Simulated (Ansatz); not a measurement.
These are PBE (plane waves to 420 eV, PAW; Ansatz, an electronic-structure program) values and carry that method's errors.

Electrostatic potential energy of an electron, averaged over planes parallel to the surface, in eV from the Fermi level, for C on the 1x1 (111) surface of fcc Ag, one in a 1x1 cell, started at the site 'hollow Ag-Ag-Ag over Ag at depth 2.4 Å':

(z (Å), V (eV)): (5.30, 4.45); (5.59, 4.45); (5.89, 4.45); (6.18, 4.45); (6.48, 4.44); (6.77, 4.42); (7.07, 4.40); (7.36, 4.33); (7.66, 4.21); (7.95, 3.94); (8.24, 3.38); (8.54, 2.15); (8.83, -1.02); (9.13, -6.24); (9.42, -10.58); (9.72, -12.00); (10.01, -9.98); (10.31, -5.37); (10.60, -0.64); (10.89, 0.94); (11.19, -1.10); (11.48, -6.01); (11.78, -10.45); (12.07, -12.14); (12.37, -10.39); (12.66, -5.91); (12.96, -1.01); (13.25, 0.96); (13.54, -0.66); (13.84, -5.43); (14.13, -10.05); (14.43, -12.09); (14.72, -10.69); (15.02, -6.42); (15.31, -1.41); (15.61, 1.00); (15.90, 0.06); (16.19, -4.37); (16.49, -9.63); (16.78, -12.69); (17.08, -12.43); (17.37, -9.37); (17.67, -6.20); (17.96, -7.16); (18.26, -8.44); (18.55, -4.24); (18.84, 1.88); (19.14, 4.85); (19.43, 5.95); (19.73, 6.38); (20.02, 6.55); (20.32, 6.61); (20.61, 6.64); (20.91, 6.65); (21.20, 6.65); (21.49, 6.66); (21.79, 6.66); (22.08, 6.66); (22.38, 6.66); (22.67, 6.66)

Set-up: 5 atoms, 7.1 Å thick at the start under the adsorbate (thin: gaps and levels are the slab's own); mesh 12x12x1; 0.1 eV smearing; dipole correction on; 2 atoms held, the rest relaxed; start symmetry kept, larger cells not searched; spin-polarised, no spin-orbit, no U, no dispersion correction. The starting moment vanished. At the end it is bonded to 3 Ag. In PBE this state lies 0.05 eV over the lowest of the starts that converged ('bridge Ag-Ag (span 2.9 Å)').

The surface cell has an area of 7.45 Å². What dipole along the normal does the step between the two vacuum levels imply?

the top vacuum level lies 2.20 eV above the bottom one; p = −ε₀ A ΔV (ε₀ = 0.005526 e/(V·Å)) gives -0.09 e·Å a cell.
